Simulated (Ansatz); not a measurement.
Take ZnS in the zinc blende structure (space group F-43m, No. 216; a = 5.357 Å) as the base.

Calculations: PBEsol, PAW, 420 eV (Ansatz, an electronic-structure program; no spin-orbit coupling).

Strains are applied to the cell and any free atomic positions relax.

One change was made to it. Results:

| quantity | base | after |
|---|---|---|
| width of the top valence band | 2.86 eV | 2.92 eV |
| valley order (the lowest conduction-band minima on the path, energy above the VBM, named in the base's zone) | Γ 2.09 eV; X along ⟨100⟩ 3.17 eV; L along ⟨111⟩ 3.24 eV | Γ 2.15 eV; X along ⟨100⟩ 3.14 eV; L along ⟨111⟩ 3.26 eV |
| hole mass (degenerate bands, along [100]) | 0.18, 0.68, 0.68 mₑ (at Γ) | 0.19, 0.65, 0.65 mₑ (at Γ) |

Problem. What was done to the base?
A) isotropic strain +1.00 %
B) isotropic strain −0.50 %
C) isotropic strain −2.00 %
D) isotropic strain +1.50 %

Solution. B, isotropic strain −0.50 %. For comparison, the valley order in the other runs: isotropic strain +1.00 % gives Γ 1.96 eV; L along ⟨111⟩ 3.18 eV; X along ⟨100⟩ 3.24 eV; isotropic strain −2.00 % gives Γ 2.35 eV; X along ⟨100⟩ 3.02 eV; L along ⟨111⟩ 3.34 eV; isotropic strain +1.50 % gives Γ 1.90 eV; L along ⟨111⟩ 3.15 eV; X along ⟨100⟩ 3.27 eV.

The levels and masses belong to the bands next to the band gap. Effective masses come from finite differences of ±0.01 Å⁻¹. Whether these cells are dynamically stable was not tested.
